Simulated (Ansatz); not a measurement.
# TaSe2 (P-3m1, No. 164, 3 atoms in the cell; start mp-11324; undistorted form, which takes a superstructure on cooling)

All values below come from PBEsol in Ansatz (plane waves, PAW).

Run with plane-wave cutoff 520 eV, 18×18×8 k mesh (along the axes of the cell as run), Fermi–Dirac smearing 0.05 eV, scalar-relativistic PAW data made under PBE.

Cell (relaxed at this level):

Space group P-3m1 (No. 164); a = b = 3.4300 Å, c = 6.2776 Å, α = β = 90.00°, γ = 120.00°

| atom | site | symmetry | x | y | z |
|---|---|---|---|---|---|
| Ta | 1a | -3m. | 0.0000 | 0.0000 | 0.0000 |
| Se | 2d | 3m. | 0.3333 | 0.6667 | 0.2644 |

```json
{
  "band_gap": "zero (no gap)"
}
```

Note: the relaxation could not lower the start's symmetry, so the cell can be a saddle point above a distorted one; the cell has widely spaced layers and the level no dispersion term, so their spacing and the moduli can rest on weak binding.

Spin–orbit coupling is not included; it can open a gap where bands touch, and shift volumes and moduli.

Static lattice: no zero-point or thermal effects.

A start named mp-… is a Materials Project structure, which need not be a measured phase.

Ansatz is a quantum-chemistry and plane-wave program.
